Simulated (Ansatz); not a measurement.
Base system: Cr in the bcc (W type) structure (space group Im-3m, No. 229; not spin-polarised; relaxed with 0.1 eV smearing).

```
Cr
1.0
   -1.41482     1.41482     1.41482
    1.41482    -1.41482     1.41482
    1.41482     1.41482    -1.41482
Cr
1
Direct
  0.00000   0.00000   0.00000
```

Cartesian axes are those of the cell as printed.

Calculations: Ansatz (a first-principles code), r2SCAN, PAW, cutoff 500 eV, spin-orbit coupling left out.

For the base:

| Property | Result |
|---|---|
| Shortest interatomic distance | 245.1 pm |
| Band gap | zero |

Modification: tensor shear ε_yz = −0.88 % (engineering shear γ = -0.0176); the atoms relax in the strained cell.

Task: Estimate the effect on the stress, energy relative to the base, shortest interatomic distance and band gap.

Result: The stress (xx, yy, zz, yz, xz, xy; compression positive) comes out as (0.1, 0.0, 0.0, 1.9, 0.0, 0.0) GPa; the energy grows by 1.2 meV/atom; the shortest interatomic distance drops by 1.44 pm to 243.6 pm; the band gap is still zero.

Stability against distortions was not tested. Starting moments died away, wholly or in part, for the base; another magnetic solution may exist. All final runs are without spin polarisation. Real Cr is antiferromagnetic at low temperature and ambient pressure, an order that this cell doesn't hold.
